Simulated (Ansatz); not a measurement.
Ansatz (an electronic-structure program) run on Y₂In (P6_3/mmc, 6 atoms in the cell): relaxation of cell and atoms.

Method of the run: PBEsol, default PAW files made with PBE (plane waves; Ansatz).

The change in words: atoms on their sites; basis.ecutwfc: 420 eV → 210 eV; relax: default → cell and atoms. Reference geometry:
```
CELL_PARAMETERS angstrom
      5.37801     0.00000     0.00000
     -2.68900     4.65749     0.00000
      0.00000     0.00000     6.75005
ATOMIC_POSITIONS crystal
  Y  0.00000 0.00000 0.00741
  Y  0.00000 0.00000 0.50000
  Y  0.33333 0.66667 0.75000
  Y  0.66667 0.33333 0.25000
  In 0.33333 0.66667 0.25000
  In 0.66667 0.33333 0.75000
```
Moments meant for the start (each program seeds them in its own way; μB, in the order of the atoms Y Y Y Y In In): 1.0 1.0 0.0 0.0 0.0 0.0.

Reference input (self-consistent single point, DFT, PBEsol, plane waves, default PAW files made with PBE): basis.ecutwfc = 420 eV; kpoints.mp_grid.grid = 3 3 2; hamiltonian.xc = pbesol; hamiltonian.pseudopotentials = {kind: paw} (the program's default PAW files); magnetization.spin_polarized = true; scf.occupations.method = gaussian; scf.occupations.width = 0.1 eV. This run's input differs from it in these lines:

Ansatz 0.2 input:
```diff
@@ -6,3 +6,3 @@
   atoms:
-    - { symbol: Y, position: [0.000000, 0.000000, 0.007407], spin: 1.0 }
+    - { symbol: Y, position: [0.000000, 0.000000, 0.000000], spin: 1.0 }
     - { symbol: Y, position: [0.000000, 0.000000, 0.500000], spin: 1.0 }
@@ -13,3 +13,3 @@
 basis:
-  ecutwfc: 420.0
+  ecutwfc: 210.0
 kpoints:
@@ -23,2 +23,4 @@
   occupations: { method: gaussian, width: 0.1 }
+relax:
+  cell: {}
 output:
```

The program printed (abridged):

```
   [... SCF lines of the steps left out ...]
relax step   1: F+E_penalty+E_count = -26220.93000719 eV  Δ(F+E_penalty+E_count) = +0.000e0 eV  max|allowed force component| = 6.785e-17 eV/Å  Δτ_max = 0.0000 Å  P = -2.311 GPa  Ω = 169.075 Å³  (10 SCF iters, dr2 threshold 1.00e-7 eV, accepted)
relax step   2: F+E_penalty+E_count = -26224.90205558 eV  Δ(F+E_penalty+E_count) = -3.972e0 eV  max|allowed force component| = 5.705e-17 eV/Å  Δτ_max = 0.0000 Å  P = +20.550 GPa  Ω = 158.707 Å³  energy of the carried Pulay correction = +4.563e0 eV  [...]
   [... lines left out ...]
relax step 119: F+E_penalty+E_count = -26221.59688815 eV  Δ(F+E_penalty+E_count) = -5.066e-3 eV  max|allowed force component| = 6.322e-17 eV/Å  Δτ_max = 0.0000 Å  P = -0.001 GPa  Ω = 161.629 Å³  energy of the carried Pulay correction = +5.046e-3 eV  [...]
relax step 120: F+E_penalty+E_count = -26221.51319337 eV  Δ(F+E_penalty+E_count) = +8.369e-2 eV  max|allowed force component| = 6.322e-17 eV/Å  Δτ_max = 0.0000 Å  P = +0.028 GPa  Ω = 161.629 Å³  stress off target by 1.30e-1 GPa  SCF on the basis [...]
basis re-selected at this cell: Δ(F+E_penalty+E_count) = +8.369e-2 eV, ΔP = +0.029 GPa vs the last step
   [... lines left out ...]
Absolute magnetization: 1.0755 μB (∫|ρ↑−ρ↓|, with the PAW one-centre terms)
Free energy (F): -26221.513193 eV
Fermi energy:    11.175244 eV
Error: variable-cell relaxation did not converge after 120 `relax_step` rows, as none of its last 56 fresh-basis SCF(s) at a relaxed cell met both thresholds with a finite energy. The last misses `relax.cell.stress_tol`: largest allowed force component 6.32e-17 eV/Å (`relax.f_tol` 1.00e-2 eV/Å), stress off the target on the free part of the cell 1.30e-1 GPa (`relax.cell.stress_tol` 5.00e-2 GPa), F+E_penalty+E_count -26221.51319337 eV. The closest is row 27, whose structure comes with this error. Larger ratio of force or stress to its threshold at each such SCF whose figures are numbers: 40.236, 32.293, 34.981, 33.367, 18.339, 12.497, 8.007, 4.965, 3.082, 2.553, 2.806, 2.662, [...]
   [... lines left out ...]
to start a new deck from the relaxed geometry:
  cell:  # Å, volume = 161.6394 Å³
    - [5.312442367052994, 2.8515581407771316e-7, 0.0]
    - [-2.656221430478676, 4.6007099034307215, 0.0]
    - [0.0, 0.0, 6.613449996411992]
  atoms:
    - { symbol: Y, position: [2.4692490927824014e-34, 1.6242548967120866e-35, 5.417877019695059e-39] }
    - { symbol: Y, position: [2.491123756380802e-34, 2.4534333023296735e-35, 0.5] }
    - { symbol: Y, position: [0.3333333333333333, 0.6666666666666664, 0.7499999999999999] }
    - { symbol: Y, position: [0.6666666666666665, 0.33333333333333326, 0.25] }
    - { symbol: In, position: [0.3333333333333333, 0.6666666666666664, 0.25] }
    - { symbol: In, position: [0.6666666666666665, 0.33333333333333326, 0.7499999999999999] }
```

The relaxation ended unconverged.  The full log also holds: “iter 5 did not close the SCF: its close was put off for a magnetic moment that had not settled (scf_convergence_deferred on its scf_iter line)”. The full log also holds: “iter 5 did not close the SCF: its close was put off for a magnetic moment that had not settled (scf_convergence_deferred on its scf_iter line)”.

The starting cell comes from a database of computed structures (which also holds hypothetical and non-ambient phases and stackings), without a prior relaxation at this level. Its lattice was rescaled by up to half a per cent. The cutoff lies below the one recommended for these files.

Cost on one core of a shared machine: roughly 5 min.
